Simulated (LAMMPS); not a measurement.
MD of C (diamond structure) at zero pressure over temperature, 1000 atoms; each row names its start.

Computed with classical MD, pair style tersoff, file SiC_Erhart-Albe.tersoff; code LAMMPS.

```json
[
 {"T (K), start": "100, crystal", "state": "crystal; no diffusion seen in 30 ps", "volume": "5.6763 ± 0.0001 Å³/atom", "enthalpy": "-7.3473 ± 0.0001 eV/atom", "first peak of g(r)": "1.54 Å, height 15.2", "coordination number": "4.00 (counted to 2.06 Å)"},
 {"T (K), start": "200, crystal", "state": "crystal; no diffusion seen in 30 ps", "volume": "5.6857 ± 0.0001 Å³/atom", "enthalpy": "-7.3213 ± 0.0001 eV/atom", "first peak of g(r)": "1.54 Å, height 12.3", "coordination number": "4.00 (counted to 2.06 Å)"},
 {"T (K), start": "300, crystal", "state": "crystal; no diffusion seen in 30 ps", "volume": "5.6952 ± 0.0001 Å³/atom", "enthalpy": "-7.2952 ± 0.0001 eV/atom", "first peak of g(r)": "1.54 Å, height 10.4", "coordination number": "4.00 (counted to 2.02 Å)"},
 {"T (K), start": "1800, crystal", "state": "crystal; no diffusion seen in 30 ps", "volume": "5.8466 ± 0.0002 Å³/atom", "enthalpy": "-6.8951 ± 0.0006 eV/atom", "first peak of g(r)": "1.55 Å, height 4.6", "coordination number": "4.00 (counted to 2.06 Å)"},
 {"T (K), start": "2400, crystal", "state": "crystal; no diffusion seen in 30 ps", "volume": "5.9169 ± 0.0004 Å³/atom", "enthalpy": "-6.7278 ± 0.0009 eV/atom", "first peak of g(r)": "1.55 Å, height 4.0", "coordination number": "4.00 (counted to 2.06 Å)"},
 {"T (K), start": "3000, crystal", "state": "crystal; no diffusion seen in 30 ps", "volume": "6.009 ± 0.002 Å³/atom", "enthalpy": "-6.545 ± 0.003 eV/atom", "first peak of g(r)": "1.56 Å, height 3.5", "coordination number": "3.98 (counted to 2.02 Å)"}
]
```

Measured linear expansion coefficient: 0.4000 1e-6/K at 200 K (Kaye and Laby Online (NPL), 2.3.5 Thermal expansion).

Caution: in nature this polymorph isn't the stable one over the whole range of temperature at this pressure, and short runs keep a crystal in its starting form.

Caution (rows 100, crystal; 200, crystal; 300, crystal): nuclei are classical, which matters for such light atoms.

Caution (rows 1800, crystal; 2400, crystal; 3000, crystal): a run this short can hold a crystal over, or a liquid under, the potential's own melting point, which these runs don't give.

From the crystal rows between 100 and 300 K, estimate the mean linear expansion coefficient and the heat capacity. The slope of ln V over three gives 5.5 × 10^-6 /K, and dH/dT = 3.0 kB/atom. Nuclei are classical here, so the heat capacity stays near 3 kB/atom, where a real crystal's falls off below its Debye temperature.

States go by the mean squared displacement: a species diffuses where it passes 1.5 Å², still rises and gives D over 1e-6 cm²/s; a crystal has left its structure where atoms lie 0.35 Å off their sites on average or a cubic box changes its shape by 3 %, or the axial ratios of another lie 8 % off the starting cell's, which the potential's own relaxation can also do.

Errors shown are sampling errors alone.
